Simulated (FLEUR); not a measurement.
FLEUR run on SrGe₂Ru₂ (P1, 5 atoms in the cell): self-consistent single point.

Level of theory: LDA (Perdew-Zunger), all-electron FLAPW (FLEUR), scalar-relativistic valence.

The change in words: atoms moved at random. Reference geometry:
```
Sr(GeRu)2
1.0
   -2.15241     2.15241     5.14697
    2.15241    -2.15241     5.14697
    2.15241     2.15241    -5.14697
Sr Ge Ru
1 2 2
Direct
  0.00000   0.00000   0.00000
  0.64218   0.64218   0.00000
  0.35782   0.35782   0.00000
  0.75000   0.25000   0.50000
  0.25000   0.75000   0.50000
```

Reference input (self-consistent single point, DFT, LDA (Perdew-Zunger), all-electron FLAPW (FLEUR), scalar-relativistic valence): Kmax = 3.8 1/bohr; GmaxXC = 15.2 1/bohr; xcFunctional = pz; jspins = 1; l_soc = F; mode = gauss; fermiSmearingEnergy = 0.00183747 Htr; mesh (inpgen div1-3) = 6 6 6; inpgen gamma flag = true; Gmax = 15.2 1/bohr; numbands = 0; maxIterBroyd = 40. This run's input differs from it in these lines:

```diff
@@ -10,7 +10,7 @@
 5
-38 0.0000000000 0.0000000000 0.0000000000
-32 0.6421800000 0.6421800000 0.0000000000
-32 0.3578200000 0.3578200000 0.0000000000
-44 0.7500000000 0.2500000000 0.5000000000
-44 0.2500000000 0.7500000000 0.5000000000
+38 -0.0027960000 -0.0101620000 -0.0133700000
+32 0.6536400000 0.6481930000 0.0110130000
+32 0.3529080000 0.3664620000 0.0088660000
+44 0.7433830000 0.2574120000 0.5042080000
+44 0.2528650000 0.7380940000 0.4892840000
 
@@ -93,3 +93,3 @@
       <atomGroup species="Strontium (Sr)">
-         <relPos label="                   1">.0000000000 .0000000000 .0000000000</relPos>
+         <relPos label="                   1">-.0027960000 -.0101620000 -.0133700000</relPos>
          <force calculate="T" relaxXYZ="TTT"/>
@@ -97,4 +97,7 @@
       <atomGroup species="Germanium (Ge)">
-         <relPos label="                   2">-.3578200000 -.3578200000 .0000000000</relPos>
-         <relPos label="                   3">.3578200000 .3578200000 .0000000000</relPos>
+         <relPos label="                   2">-.3463600000 -.3518070000 .0110130000</relPos>
+         <force calculate="T" relaxXYZ="TTT"/>
+      </atomGroup>
+      <atomGroup species="Germanium (Ge)">
+         <relPos label="                   3">.3529080000 .3664620000 .0088660000</relPos>
          <force calculate="T" relaxXYZ="TTT"/>
@@ -102,4 +105,7 @@
       <atomGroup species="Ruthenium (Ru)">
-         <relPos label="                   4">-1.000/4.000 1.000/4.000 1.000/2.000</relPos>
-         <relPos label="                   5">1.000/4.000 -1.000/4.000 1.000/2.000</relPos>
+         <relPos label="                   4">-.2566170000 .2574120000 -.4957920000</relPos>
+         <force calculate="T" relaxXYZ="TTT"/>
+      </atomGroup>
+      <atomGroup species="Ruthenium (Ru)">
+         <relPos label="                   5">.2528650000 -.2619060000 .4892840000</relPos>
          <force calculate="T" relaxXYZ="TTT"/>
```

The program printed (abridged):

```
 Iteration:     1   Distance:       9.93610970 me/bohr^3
 Iteration:     2   Distance:       8.97531523 me/bohr^3
 Iteration:     3   Distance:       3.45108932 me/bohr^3
 Iteration:     4   Distance:       2.40176578 me/bohr^3
 Iteration:     5   Distance:       1.48865940 me/bohr^3
   [... 13 lines left out ...]
 Iteration:    19   Distance:       0.00003910 me/bohr^3
 Iteration:    20   Distance:       0.00001310 me/bohr^3
 Iteration:    21   Distance:       0.00001310 me/bohr^3
 Iteration:    22   Distance:       0.00000178 me/bohr^3
 Reset of history
 Run finished successfully
 Stop message:
   Structural relaxation: new displacements generated

[file out, last iteration]
             iter=     23
[...]
          total density-effective poten   -2.6630707032E+04
          total charge density-energy d   -5.1405106944E+02
 Updated energy parameters for spin:           1
[...]
 fermi energy and band-weighting factors:
    0.781160    0.794458    0.796330

[...]
FERMIE:
          first approx. to ef    (T=0)  :   0.361533 htr   (energy of the highest occ. eigenvalue)
          number of occ. states  (T=0)  :       3695
          first approx. to seigv (T=0)  : -21.625451 htr
          sum of weights of occ. states :  33.004630
          sum of semicore charge        :   0.000000 e
          fermi energy=   0.36140 har   work function=  -9.83407 ev
   [... lines left out ...]
      0.000 0.000 0.000
     k-point=   62
      0.000 0.000 0.000
     k-point=   63
      0.000 0.000 0.000
     k-point=   64
      0.000 0.000 0.000
     k-point=   65
      0.000 0.000 0.000
     k-point=   66
      0.000 0.000 0.000
     k-point=   67
      0.000 0.000 0.000
     k-point=   68
      0.000 0.000 0.000
     k-point=   69
      0.000 0.000 0.000
     k-point=   70
      0.000 0.000 0.000
     k-point=   71
      0.000 0.000
```

The run converged in 22 iterations. FLEUR gives forces in its relaxation mode, with a further iteration, so its stop message speaks of a relaxation. Against the reference run the total energy goes up by 21.4 meV/atom and the largest force goes from 0.084 to 1.583 eV/Å.

The starting cell comes from a database of computed structures (which also holds hypothetical and non-ambient phases and stackings), without a prior relaxation at this level. Its lattice was rescaled by a random factor within 2.5 % of one. For this run, on top of that: atoms moved at random. Spin polarisation is off. Values depend on the basis (sphere radii, cutoffs, local orbitals), which need not be converged. Forces in this geometry exceed 1 eV/Å.

Cost on one core of a shared machine: roughly 20 min.
